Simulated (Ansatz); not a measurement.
The parent structure is ScCu in the CsCl type structure (space group Pm-3m, No. 221; a = 3.210 Å; relaxed with 0.1 eV smearing). Axes: x, y, z lie along the cube axes.

Level of theory: PBEsol (Ansatz, a program for electronic structure), no spin-orbit coupling.

Base values:

The pressure is 0.0 GPa and the shortest interatomic distance is 2.780 Å.

The change: compressive biaxial strain of 0.48 % in the plane normal to [001], as in epitaxy on a mismatched substrate; the out-of-plane cell vector and the atoms relax.

Problem. What does the calculation give for the out-of-plane strain after the change?

Solution. The out-of-plane strain amounts to +0.53 %.

Problem. How does this affect the energy relative to the base?

Solution. The energy goes up by 0.3 meV/atom.

Problem. How does this affect the pressure?

Solution. The pressure (mean of the normal stresses, compression positive) goes from zero to 0.4 GPa.

Problem. Estimate the effect on the shortest interatomic distance.

Solution. The shortest interatomic distance shrinks by 0.004 Å (2.780 Å → 2.776 Å).

Stability against distortions was not tested. The final runs are not spin-polarised.
